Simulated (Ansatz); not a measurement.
## Hypothetical rutile SnSe2: pressure series

Start from SnSe2 in the rutile structure (space group P4_2/mnm, No. 136; a = 6.4151 Å, c = 3.9945 Å; a hypothetical phase, not in the database extracts checked).

Cell and atoms are relaxed at each pressure.

Computed with Kohn–Sham DFT with the PBEsol functional, run in Ansatz (a program for electronic structure) with PAW and 420 eV plane waves, without spin-orbit coupling.

Notes on the quantities. enthalpy: H = E + PV relative to the base's energy.

| change | density | enthalpy |
|---|---|---|
| base | 5.59 g/cm³ | – |
| pressure −2 GPa | 5.33 g/cm³ | -0.35 eV/atom |
| pressure −1 GPa | 5.47 g/cm³ | -0.17 eV/atom |
| pressure 0.9 GPa | 5.68 g/cm³ | +0.15 eV/atom |
| pressure 2.1 GPa | 5.80 g/cm³ | +0.35 eV/atom |
| pressure 4.5 GPa | 6.01 g/cm³ | +0.74 eV/atom |
| pressure 9 GPa | 6.33 g/cm³ | +1.44 eV/atom |
| pressure 15 GPa | 6.69 g/cm³ | +2.32 eV/atom |
| pressure 22.5 GPa | 7.07 g/cm³ | +3.36 eV/atom |
| pressure 30 GPa | 7.40 g/cm³ | +4.35 eV/atom |

Load acts through the strain it causes; cell and atoms are relaxed under it. Whether these cells are dynamically stable was not tested. No other phases were tried under pressure. All final runs are without spin polarisation.
